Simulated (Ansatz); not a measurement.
End structure of a constructed model of the (100) surface of fcc Ag, a layer of Al in place of the second plane (bottom of the slab: a bare face, its two planes held):

```
CELL_PARAMETERS angstrom
      2.93338     0.00000     0.00000
      0.00000     2.93338     0.00000
      0.00000     0.00000    26.50000
ATOMIC_POSITIONS crystal
  Ag 0.50000 0.50000 0.30975
  Ag 0.00000 0.00000 0.38803
  Ag 0.50000 0.50000 0.46643
  Ag 0.00000 0.00000 0.54655
  Al 0.50000 0.50000 0.61571
  Ag 0.00000 0.00000 0.68328
```

Slab: 6 atoms, 10.1 Å thick at the start (thin: gaps and levels are the slab's own); k 13x13x1, smearing 0.1 eV, dipole-corrected; 2 atoms held, the rest relaxed; held to the start's symmetry, so lower structures may exist; no spin, no spin-orbit, no U. It is one candidate, not shown to be the stable structure of the face.

### Question
What work function of the top face does PBE (Ansatz, a program for electronic structure) give?

### Answer
4.07 eV
